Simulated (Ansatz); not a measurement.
The starting structures come from a database of crystals and need not be the phases stable at ambient conditions.

 Where the default PAW files enter, the runs use the earlier of Ansatz's two default sets.

By PBEsol, the system below comes out a metal.

Without scattering a metal conducts by its projected Fermi surface.

Input:

```xyz
12
Lattice="3.7122 0.0000 0.0000 0.0000 4.9942 0.0000 0.0000 0.0000 7.1785" Properties=species:S:1:pos:R:3 pbc="T T T"
Ni     0.9280     0.8538     3.1618
Ni     2.7841     4.1404     4.0167
Ni     2.7841     1.6433     6.7510
Ni     0.9280     3.3509     0.4275
Ni     0.9280     2.7194     5.0721
Ni     2.7841     2.2748     2.1065
Ni     2.7841     4.7719     1.4828
Ni     0.9280     0.2223     5.6957
Ge     0.9280     1.0618     0.8184
Ge     2.7841     3.9324     6.3601
Ge     2.7841     1.4353     4.4077
Ge     0.9280     3.5589     2.7708
```

Space group of this cell: Pnma. The cell is strained (lengths across the current scaled by 0.98, ions clamped); by PBEsol its mean pressure is 7.5 GPa.

The current flows along the normal of the first two printed cell vectors. No spin-orbit coupling; the value is a mean over 0.1 eV about the Fermi level.

Question: Predict the ballistic conductance per area from PBEsol run with Ansatz (a program for electronic structure).

Answer: 0.59 × 10¹⁵ S/m² for both spins.
